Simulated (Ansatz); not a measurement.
Base system: Cs in the bcc (W type) structure (space group Im-3m, No. 229; a = 6.007 Å; relaxed with 0.1 eV smearing). Axes: x, y, z lie along the cube axes.

Computed with plane-wave PAW DFT at the PBEsol level (Ansatz, a program for electronic structure, 420 eV), no SOC.

Perturbation: biaxial strain +0.50 %, plane normal [001], relaxed out of plane (Cartesian); in-plane vectors clamped, the third vector and the atoms free.

What happens to the in-plane stress, out-of-plane strain and energy relative to the base?

The mean in-plane stress (compression positive) is 0.0 GPa; the out-of-plane strain comes out as -0.77 %; the energy is nearly the same.

No phonon test of stability was made. The final runs are not spin-polarised.
